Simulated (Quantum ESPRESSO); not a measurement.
A working Quantum ESPRESSO input for Ti6P2O (C2/m, 9 atoms in the cell) (DFT, LDA (PZ), plane waves, GBRV 1.5 ultrasoft (LDA) pseudopotentials):

```fortran
&control
   calculation = 'scf'
   prefix = 'pwscf'
   outdir = './tmp'
   pseudo_dir = './'
   tprnfor = .true.
   tstress = .true.
/
&system
   ibrav = 0
   nat = 9
   ntyp = 3
   ecutwfc = 50
   ecutrho = 400
   occupations = 'smearing'
   smearing = 'mp'
   degauss = 0.0147
/
&electrons
   conv_thr = 1e-10
/
ATOMIC_SPECIES
Ti    47.8670  ti_lda_v1.4.uspp.F.UPF
P     30.9738  p_lda_v1.5.uspp.F.UPF
O     15.9990  o_lda_v1.2.uspp.F.UPF
ATOMIC_POSITIONS crystal
Ti    0.44451000    0.44451000    0.75998000
Ti    0.55549000    0.55549000    0.24002000
Ti    0.13762000    0.13762000    0.54712000
Ti    0.86238000    0.86238000    0.45288000
Ti    0.13944000    0.13944000    0.94398000
Ti    0.86056000    0.86056000    0.05602000
P     0.74905000    0.74905000    0.75124000
P     0.25095000    0.25095000    0.24876000
O     0.50000000    0.50000000    0.50000000
K_POINTS automatic
5 5 2  0 0 0
CELL_PARAMETERS angstrom
   4.83747200    -1.61371600     0.00000000
   4.83747200     1.61371600     0.00000000
  -0.16112200     0.00000000     7.56450000
```

The run converged in 24 iterations: free energy E − TS -10607.9264 eV; Fermi level (on the code's own zero) 15.17 eV; pressure -0.20 GPa; largest force (vector length) 0.355 eV/Å. Each of these slips is then made, one at a time:

(1)
```diff
-   ecutrho = 400
+   ecutrho = 100
```

(2)
```diff
-   ntyp = 3
+   ntyp = 2
```

Task: What happens in each case?

Result: 
(1) A density cutoff or grid that is too coarse. The run converged in 22 iterations without an error; against the sound input the free energy drops by 17.5 meV/atom, the pressure goes from -0.20 to 0.69 GPa and the largest force moves little (0.355 to 0.361 eV/Å).

(2) A species count that does not match the list of species. The program stopped before any SCF iteration.
```
Error in routine read_cards (9):
species O in ATOMIC_POSITIONS is nonexistent
```

The starting cell comes from a database of computed structures (which also holds hypothetical and non-ambient phases and stackings), without a prior relaxation at this level. Its lattice was rescaled by a random factor within 2.5 % of one. Spin polarisation is off, so a magnetic state, if there is one, cannot be reached. Without a gap this mesh is coarse (it stands for a supercell whose shortest vector is 15 Å).

Left out of this page: 3 runs of the series outside the window shown, repeating another row's setting, or not comparable.
